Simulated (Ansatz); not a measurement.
Results of r²SCAN50 (plane waves, PAW; Ansatz, an electronic-structure program) for CsCl-type AuZn (cubic form, which distorts at low temperature).

Output (set-up and result lines):

```
WARN output.stress: scf.exx.energy_threshold = 1e-6 eV is looser than the 2e-8 eV advised for a stress under a hybrid functional (1e-8 eV for each atom of the …
Crystal: 2 atoms, lattice volume = 31.129 Å³
Basis set: ecut = 520 eV, 847 PW (Γ), exchange–correlation on 72×72×72 points (27 copies of the dense FFT grid, shifted against one another)
Bands: 20, of which v1, the nominal top of the filled ones, is band 16 counted from 1 (15 counted from 0)
Symmetry: 48 space group operations
Space group: Pm-3m (ITA 221), of the structure as read, at distance tolerance 3.1e-5 Å
k-points: 35 of 512
Functional: x = r2scan, c = r2scan; τ floored in thin density (d = 2e-4 eV/Å³), warm-up for x = 0.5 r2scan + 0.5 exact, c = r2scan; τ floored in thin density (d = 2e-4 eV/Å³)
SCF iter   1: F=—  HF=-16489.653704 eV  |F-HF|=—  |Δ(HF+E_count)|=         —  Δρ=1.98e-2  dr2=6.33e-2  dr2_τ=4.35e-3
SCF iter   2: F=—  HF=-16489.644270 eV  |F-HF|=—  |Δ(HF+E_count)|=   9.43e-3  Δρ=6.53e-3  dr2=8.60e-3  dr2_τ=8.11e-4
  ...
SCF 1 converged in 9 iterations: F = -16489.638693 eV  dr2 = 5.56e-11
Crystal: 2 atoms, lattice volume = 31.129 Å³
Initial density: handed on by an earlier stage of this run
Functional: x = 0.5 r2scan + 0.5 exact, c = r2scan; τ floored in thin density (d = 2e-4 eV/Å³)
Crystal: 2 atoms, lattice volume = 31.129 Å³
Crystal: 2 atoms, lattice volume = 31.129 Å³
SCF iter   4: F=—  HF=-16480.928506 eV  |F-HF|=—  |Δ(HF+E_count)|=  8.88e-10  Δρ=1.50e-6  dr2=4.00e-10  dr2_τ=2.99e-11
SCF iter   5: F=-16480.928506 eV  HF=-16480.928506 eV  |F-HF|=1.35e-10  |Δ(HF+E_count)|=  7.64e-11  Δρ=8.56e-7  dr2=1.30e-10  dr2_τ=2.68e-12
SCF 4 converged in 5 iterations: F = -16480.928506 eV  dr2 = 1.30e-10
Free energy (F): -16480.928506 eV
Internal energy: -16480.927495 eV  (E = F + TS)
E sigma→0 (E₀):  -16480.928000 eV
Fermi energy:    16.092936 eV
--- Forces (eV/Å), atoms counted from 1 ---
  atom   1  Zn    -0.00000000    -0.00000000     0.00000000
  atom   2  Au    -0.00000000     0.00000000     0.00000000
--- Stress (GPa, compression-positive) ---
       -0.002330       0.000000       0.000000
        0.000000      -0.002330      -0.000000
        0.000000      -0.000000      -0.002330
  P = ⅓ Tr σ = -0.0023 GPa (-0.023 kbar)
```

**Question.** Write an input file that could have produced this run (the log leaves some choices open).

**Answer.** This is not unique; one that fits is 
Ansatz 0.2 input:
```yaml
crystal:
  lattice:
    - [3.1457376885, 0.0, 0.0]
    - [0.0, 3.1457376885, 0.0]
    - [0.0, 0.0, 3.1457376885]
  atoms:
    - { symbol: Zn, position: [0.5, 0.5, 0.5] }
    - { symbol: Au, position: [0.0, 0.0, 0.0] }
basis:
  ecutwfc: 520
  ecutrho_ratio: 4
  xc_grid: 3
kpoints:
  mp_grid: { grid: [8, 8, 8] }
hamiltonian:
  xc: r2scan50
  dispersion: none
  pseudopotentials: { kind: paw }
scf:
  occupations: { method: fermi_dirac, width: 0.05 }
  convergence: { dr2_threshold: 0.0000000002 }
output:
  forces: true
  stress: true
  eigenvalues: true
```

The PAW data were made under PBE.

Note: the run warned that the count of filled bands differs between k points. Note: symmetry holds this phase in the static calculation, where it need not be a minimum.
